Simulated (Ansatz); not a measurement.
InSb: response to strain

The parent structure is InSb in the zinc blende structure (space group F-43m, No. 216).

```
InSb
1.0
    0.00000     3.25989     3.25989
    3.25989     0.00000     3.25989
    3.25989     3.25989     0.00000
Sb In
1 1
Direct
  0.75000   0.75000   0.75000
  0.00000   0.00000   0.00000
```

Cartesian axes are those of the cell as printed.

Strains are applied to the cell and any free atomic positions relax; under biaxial strain the out-of-plane vector relaxes too.

Level of theory: PBEsol in Ansatz (plane waves to 420 eV, PAW, scalar-relativistic without spin-orbit coupling), earlier PAW set.

Candidates:
(a) strain tensor (xx, yy, zz, yz, xz, xy) = (+0.06, +1.76, +0.48, +1.89, +0.28, +0.30) %
(b) tensor shear ε_xy = +0.44 %
(c) biaxial strain −1.32 %, plane normal [110], relaxed out of plane

Notes on the quantities. energy relative to the base: free energy F.

**Question.** Order them by energy relative to the base, lowest first.

**Answer.** (b) tensor shear ε_xy = +0.44 % (+0.2 meV/atom), (c) biaxial strain −1.32 %, plane normal [110], relaxed out of plane (+3.1 meV/atom), (a) strain tensor (xx, yy, zz, yz, xz, xy) = (+0.06, +1.76, +0.48, +1.89, +0.28, +0.30) % (+7.1 meV/atom)

Whether these cells are dynamically stable was not tested. The final runs are not spin-polarised.

Ansatz is a quantum-chemistry and plane-wave program.
